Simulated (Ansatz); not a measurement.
Cost and result by functional for the adsorption energy of CH3 on the 1x1 (111) surface of fcc Rh, one in a 2x2 cell, started at the site 'bridge Rh-Rh (span 2.7 Å)', in Ansatz (plane waves, PAW). Single points on the PBE structure, on one kind of machine; costs are rough ratios of the slab run's core time (references not counted) to the cheapest single point. r2SCAN's cost holds its higher cutoff (500 against 420 eV). Differences are taken against r2SCAN for comparison alone: no measured value is at hand, so the table doesn't rank accuracy.

Model: 20-atom slab, 6.5 Å thick at the start under the adsorbate (thin: gaps and levels are the slab's own), 6x6x1 mesh, Fermi-Dirac 0.1 eV, dipole correction, 8 atoms held, the rest relaxed; no symmetry held; no spin, no spin-orbit, no U, no dispersion correction. At the end it is bonded to 2 Rh. In PBE this state lies 0.08 eV over the lowest of the starts that converged ('hollow Rh-Rh-Rh over Rh at depth 4.4 Å'). These notes are the PBE run's. Adsorption energies are against CH4(g) − ½ H2(g). A negative adsorption energy means that the adsorbate is more stable on the surface than in its reference.

```csv
functional,relative cost,adsorption energy (eV),less r2SCAN (eV)
RPBE,1,1.00,0.43
r2SCAN,2,0.57,0.00
PBE (the relaxed run's value),–,0.74,0.17
```

The values span 0.43 eV, while the single points' costs differ by a factor of roughly 2. Differences are of unrounded values.

Ansatz is a first-principles code.
